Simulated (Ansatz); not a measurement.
# Effective masses and thermopower of Ge (Fd-3m)

Data:

```
CELL_PARAMETERS angstrom
      0.00000     2.83809     2.83809
      2.83809     0.00000     2.83809
      2.83809     2.83809     0.00000
ATOMIC_POSITIONS crystal
  Ge 0.00000 0.00000 0.00000
  Ge 0.25000 0.25000 0.25000
```

Method: HSE06, rigid bands (plane waves, PAW, scalar-relativistic; Ansatz, a quantum-chemistry and plane-wave program). How the cell was made: cell and atoms relaxed with PBEsol.

```json
{
  "band_gap": "0.77 eV",
  "electron conductivity mass (300 K, dilute)": "0.120 mₑ",
  "effective density of states N_c (300 K)": "8.7e18 cm⁻³",
  "density_of_states_mass_electrons": "0.49 mₑ",
  "Seebeck coefficient, n-type 1e19 cm⁻³, 300 K": "-226 μV/K"
}
```

Rigid bands; masses and Seebeck coefficients take one relaxation time τ for all states and one kind of carrier; polarons and phonon drag are left out. Spin-orbit coupling is left out. Geometry: cell and atoms relaxed with PBEsol.
